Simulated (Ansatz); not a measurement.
Data:

```
CaO
1.0
    0.00000     2.37890     2.37890
    2.37890     0.00000     2.37890
    2.37890     2.37890     0.00000
Ca O
1 1
Cartesian
  0.00000   0.00000   0.00000
  2.37890   2.37890   2.37890
```

No spin polarisation.

Computed with PBEsol in Ansatz (plane waves to 420 eV, PAW, no SOC). Settings: 12×12×12 k-points, 0.05 eV Fermi–Dirac smearing.

Problem. Estimate the electron mass.

Solution. 1.4 mₑ along k, 0.42 mₑ across (at X).

Problem. What is the computed band gap?

Solution. 3.54 eV.

Problem. What smallest direct gap does the calculation give?

Solution. 3.91 eV.

Problem. Predict the hole mass (degenerate bands, along [100]).

Solution. 0.34, 2.8, 2.8 mₑ (at Γ).

Load acts through the strain it causes; cell and atoms are relaxed under it. Effective masses come from finite differences of ±0.01 Å⁻¹. Along k means along the line from Γ to the band edge. Stability against distortions was not tested. The cell was made from CaO in the rock salt structure (space group Fm-3m, No. 225) by this change: pressure 0.7 GPa.

Ansatz is a first-principles code.
